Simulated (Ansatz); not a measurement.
Band structure of MgAl (Pm-3m, 2 atoms in the cell).

```
CELL_PARAMETERS angstrom
      3.39841     0.00000     0.00000
      0.00000     3.39841     0.00000
      0.00000     0.00000     3.39841
ATOMIC_POSITIONS crystal
  Mg 0.50000 0.50000 0.50000
  Al 0.00000 0.00000 0.00000
```

Level of theory: PBEsol, PAW files made with PBE (plane waves; Ansatz, a first-principles code).

Settings: basis.ecutwfc = 30.9 Ry; kpoints.mp_grid.grid = 13 13 13; hamiltonian.xc = pbesol; hamiltonian.pseudopotentials = {kind: paw} (the program's default PAW files); scf.occupations.method = gaussian; scf.occupations.width = 0.0147 Ry; kpoints.band_path.npoints = 8.

The starting cell comes from a database of computed structures (which also holds hypothetical and non-ambient phases and stackings), without a prior relaxation at this level. Its lattice was rescaled by a random factor within 2.5 % of one.

Levels in eV from the Fermi level, bands 3 to 10:
| point | 3 | 4 | 5 | 6 | 7 | 8 | 9 | 10 |
|---|---|---|---|---|---|---|---|---|
| Γ | -42.55 | -42.55 | -8.95 | 2.76 | 2.76 | 2.76 | 3.61 | 3.61 |
| X | -42.55 | -42.55 | -6.27 | -5.17 | 4.77 | 4.77 | 6.42 | 6.59 |
| M | -42.56 | -42.55 | -3.57 | -2.78 | -2.78 | -1.06 | 6.99 | 8.48 |
| R | -42.56 | -42.56 | -0.47 | -0.47 | -0.47 | -0.44 | 0.96 | 0.96 |

Bands cross the Fermi level along this path, so the cell is metallic at this level.

Keys are those of Ansatz 0.2.
